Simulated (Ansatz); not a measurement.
Defect migration in anatase TiO2: interstitial H, charge state +1. The step: H moves alone to another site; the atom moves 1.21 Å along (0.32, 0.00, 0.00) of the unit cell; the moving atom starts with neighbours O at 0.98, 2 O at 2.12 Å and ends with O at 0.98, 2 O at 2.12 Å. A PBE band in Ansatz (plane-wave PAW, the Γ point alone, 108 host sites, 55 SCF runs with any check of the saddle's order, static, no finite-size correction) gives a forward barrier of 0.58 eV. The check of the saddle point's order was inconclusive, and it lies on a symmetry element of the cell, where a band can be held. The charge state is imposed; whether it is stable for some Fermi level was not computed. Sites that were not tried may lie lower.

Single points at the band's start and saddle point can refine it. Rough cost of one point, in units of the band's mean SCF on the same machine:

```json
[
 {"Level": "PBE, a 2×2×2 k-point mesh shifted by half a step", "Cost of one point": "about 7"},
 {"Level": "r2SCAN at 500 eV, the Γ point alone", "Cost of one point": "about 2"}
]
```

### Question
Which of these move the barrier by more than 0.1 eV, and how far does each move it?

### Answer
PBE, a 2×2×2 k-point mesh shifted by half a step: -0.02 eV; r2SCAN at 500 eV, the Γ point alone: +0.15 eV. Each functional is compared with PBE at the same k-points.

Ansatz is a first-principles code.
